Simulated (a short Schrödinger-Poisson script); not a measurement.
Solved with a short Schrödinger-Poisson script written for these runs: 1D Poisson equation in equilibrium, electrons quantum, Hartree (BenDaniel-Duke, 12 states a valley, the channel's in-plane mass for all, wave functions free to enter the dielectric), parabolic valleys, classical holes, full ionisation, no traps, pinning or gate leakage.

Structure: MOS inversion layer, Al2O3 on p-type Si(111), at 300 K.

From the gate side: 5.4 nm Al2O3; 1400 nm Si, acceptors 1e17 cm⁻³.

Constants are typed, rounded textbook-type inputs, not results; the design itself was drawn at random and stands for no fabricated device. Al2O3: permittivity 9, conduction-band edge (eV) 2.7, gap (eV) 6.8, electron mass (mₑ) 0.3. Si: permittivity 11.7, conduction-band edge (eV) 0, gap (eV) 1.124, Nv at 300 K (cm⁻³) 3.1e19.

Channel valleys (confinement mass, in-plane density-of-states mass, number): Δ6 0.258, 0.358, 6. At the gate the conduction-band edge of layer 1 lies 3.15 eV − eVg above the Fermi level of the channel; the field vanishes at the back. Gaps are held at their typed values at every temperature. Mesh 0.03 nm at interfaces.

### Question
Give the sheet density of all electrons at Vg = 0.8 V (cm⁻²); the lowest subband against the Fermi level at Vg = 2 V (meV); the capacitance at Vg = 2 V (μF/cm²).

### Answer
sheet density of all electrons at Vg = 0.8 V (cm⁻²): 1.62e12; lowest subband against the Fermi level at Vg = 2 V (meV): 14.9; capacitance at Vg = 2 V (μF/cm²): 1.26.
